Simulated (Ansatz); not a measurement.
This Ansatz (a first-principles code) input is the reference run, HfO2 in the fluorite structure (space group Fm-3m, No. 225), computed with r2SCAN, PAW, 500 eV (Ansatz; no SOC):

Ansatz 0.2 input:
```yaml
crystal:
  lattice:
    - [0, 2.5292300089, 2.5292300089]
    - [2.5292300089, 0, 2.5292300089]
    - [2.5292300089, 2.5292300089, 0]
  atoms:
    - { symbol: Hf, position: [0, 0, 0] }
    - { symbol: O, position: [0.25, 0.25, 0.25] }
    - { symbol: O, position: [0.75, 0.75, 0.75] }
basis: { ecutwfc: 500, ecutrho_ratio: 4, xc_grid: 4, fft_grid_basis: typed }
kpoints: { mp_grid: { grid: [11, 11, 11] } }
hamiltonian:
  xc: r2scan
  dispersion: none
  pseudopotentials: { kind: paw }
scf: { occupations: { method: fermi_dirac, width: 0.05 }, convergence: { dr2_threshold: 0.0000000003 } }
output: { forces: true, stress: true }
checkpoint: { write: state.ck, write_every: 1000 }
```

**Question.** Write the input for this change: tensile biaxial strain of 1.10 % in the plane normal to [111], as in epitaxy on a mismatched substrate; the out-of-plane cell vector and the atoms relax.

**Answer.** 
Ansatz 0.2 input:
```yaml
crystal:
  lattice:
    - [3.6162169661, 0, 0]
    - [1.8081084831, 3.1317357583, 0]
    - [1.8081084831, -1.0439119194, 2.9044404851]
  atoms:
    - { symbol: Hf, position: [0, 0, 0] }
    - { symbol: O, position: [0.5, 0.25, 0.75] }
    - { symbol: O, position: [0.5, 0.75, 0.25] }
basis: { ecutwfc: 500, ecutrho_ratio: 4, xc_grid: 4, fft_grid_basis: typed }
kpoints: { mp_grid: { grid: [11, 11, 11] } }
hamiltonian:
  xc: r2scan
  dispersion: none
  pseudopotentials: { kind: paw }
scf: { occupations: { method: fermi_dirac, width: 0.05 } }
relax: { f_tol: 0.005, max_steps: 50, cell: { stress_tol: 0.01, fix: [a, b, gamma] } }
output: { forces: true, stress: true }
checkpoint: { write: state.ck, write_every: 1000 }
```
This is the input that was run; other choices of cell and start would serve too.

Stability against distortions was not tested. This is not the structure that HfO2 has at room temperature and ambient pressure.
